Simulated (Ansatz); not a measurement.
Start from Ru in the hcp (Mg type) structure (space group P6_3/mmc, No. 194; a = 2.692 Å, c = 4.246 Å). Axes: x lies along a and z along c of the hexagonal cell.

Level of theory: Ansatz (a quantum-chemistry and plane-wave program) PBEsol, no spin-orbit coupling, earlier PAW set.

Free-standing slabs (1 atom(s) a layer) normal to the z axis with 15 Å of vacuum; in-plane cell held at bulk.

One change was made to it. Results:

```json
[
 {"quantity": "shortest interatomic distance", "base": "4.972 bohr", "after": "4.738 bohr"},
 {"quantity": "band gap", "base": "zero", "after": "zero"}
]
```

Name the change that was made.
A) 2 layers
B) 7 layers
C) 1 layer

A, 2 layers. For comparison, the shortest interatomic distance in the other runs: 7 layers gives 4.850 bohr; 1 layer gives 5.087 bohr.

No phonon test of stability was made. The final runs are not spin-polarised.
